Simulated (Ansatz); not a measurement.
Cubic perovskite BaLiF3, treated with PBEsol-D3(BJ) (Ansatz, an electronic-structure program, PAW).

Settings: plane-wave cutoff 520 eV, 8×8×8 k mesh, Fermi–Dirac smearing 0.01 eV, scalar-relativistic PAW data made under PBE.

The cell is scaled about its equilibrium volume:

```tsv
V (Å³/atom)	P (GPa)	direct gap at Γ (eV)
11.327	6.09	6.721
11.568	3.83	6.701
11.809	1.81	6.678
12.050	0.01	6.654
12.291	-1.59	6.628
12.532	-3.01	6.601
12.773	-4.28	6.574
```

A straight line through the gaps at Γ against ln V gives a volume deformation potential dE_g(Γ)/d ln V of -1.2 eV: the gap at Γ widens under compression.

Note: the relaxation could not lower the start's symmetry, so the cell can be a saddle point above a distorted one.

Spin–orbit coupling is not included.
